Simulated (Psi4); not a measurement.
Psi4 1.11, PBE0/def2-svp, scf_type pk: Hf(O)(NH2)(Me) ([CH3][Hf]([NH2])=[O]), 9 atoms. The geometry is a generated start, not checked to be a minimum at this level.

```json
{
  "task": "energy",
  "method": "pbe0",
  "basis": "def2-svp",
  "memory": "7 GB",
  "e_convergence": "1e-08",
  "d_convergence": "1e-07",
  "guess": "auto, which took SAD (default)",
  "diis_max_vecs": "10 (default)",
  "scf_initial_accelerator": "adiis (default)",
  "dft_radial_points": "75 (default)",
  "dft_spherical_points": "302 (default)",
  "effective_core_potentials": "those of the basis set, past Kr",
  "basis_functions": "99",
  "grid_points": "195786"
}
```

```xyz
9

Hf    -0.2845    -0.4103    -0.5867
O     -1.7347    -1.3006    -0.1999
N     -0.8107     1.4483    -1.2357
H     -0.6494     1.7934    -2.1842
H     -1.8207     1.5421    -1.0844
C      1.1579    -0.7351     1.0748
H      1.6195     0.2152     1.3693
H      1.9642    -1.4591     0.9234
H      0.5584    -1.0939     1.9233
```
Charge 0, spin multiplicity 1.

The reference run uses exact four-centre integrals (scf_type = pk). One run each, on a shared machine, so no times are given.

Settings tried, all else as in the reference:
- scf_type = cd, cholesky_tolerance = 1e-05
- scf_type = dfdirj+cosx, cosx_radial_points_final = 75, cosx_spherical_points_final = 302
- scf_type = dfdirj+cosx, cosx_radial_points_final = 25, cosx_spherical_points_final = 50
- scf_type = mem_df
- scf_type = cd, cholesky_tolerance = 1e-06
- scf_type = cd, cholesky_tolerance = 0.01
- scf_type = dfdirj+cosx, cosx_radial_points_final = 50, cosx_spherical_points_final = 194
- scf_type = cd, cholesky_tolerance = 0.001
- scf_type = cd, cholesky_tolerance = 0.0001 (default)
- scf_type = dfdirj+snlink
- scf_type = dfdirj+link
- scf_type = dfdirj+cosx

### Question
Sort the settings: which keep to the reference within 0.10 meV/atom in energy, and which don't?

### Answer
Within it: scf_type = cd, cholesky_tolerance = 1e-06; scf_type = mem_df. Outside: scf_type = dfdirj+cosx, cosx_radial_points_final = 50, cosx_spherical_points_final = 194; scf_type = dfdirj+cosx, cosx_radial_points_final = 75, cosx_spherical_points_final = 302; scf_type = dfdirj+link; scf_type = dfdirj+snlink; scf_type = dfdirj+cosx; scf_type = dfdirj+cosx, cosx_radial_points_final = 25, cosx_spherical_points_final = 50; scf_type = cd, cholesky_tolerance = 1e-05; scf_type = cd, cholesky_tolerance = 0.0001 (default); scf_type = cd, cholesky_tolerance = 0.001; scf_type = cd, cholesky_tolerance = 0.01.

```
setting                                                                                   energy against the reference
----------------------------------------------------------------------------------------  ----------------------------
scf_type = cd, cholesky_tolerance = 1e-06                                                         under 0.001 meV/atom
scf_type = mem_df                                                                                      −0.058 meV/atom
scf_type = dfdirj+cosx, cosx_radial_points_final = 50, cosx_spherical_points_final = 194                −0.17 meV/atom
scf_type = dfdirj+cosx, cosx_radial_points_final = 75, cosx_spherical_points_final = 302                −0.17 meV/atom
scf_type = dfdirj+link                                                                                  −0.19 meV/atom
scf_type = dfdirj+snlink                                                                                −0.19 meV/atom
scf_type = dfdirj+cosx                                                                                  −0.19 meV/atom
scf_type = dfdirj+cosx, cosx_radial_points_final = 25, cosx_spherical_points_final = 50                 +0.20 meV/atom
scf_type = cd, cholesky_tolerance = 1e-05                                                               −0.37 meV/atom
scf_type = cd, cholesky_tolerance = 0.0001 (default)                                                     −1.7 meV/atom
scf_type = cd, cholesky_tolerance = 0.001                                                                −3.3 meV/atom
scf_type = cd, cholesky_tolerance = 0.01                                                                  +11 meV/atom
```

Total energies are compared; such shifts often cancel in part in energy differences. The DFDIRJ builders fit J, which adds its shift to that of exchange. Psi4 runs the final COSX grid once, on the density of the start grid. No test of the SCF solution's stability was run. Also tried and not ranked: scf_type = direct (same energy as a listed run). The tolerance is a choice made for this comparison.
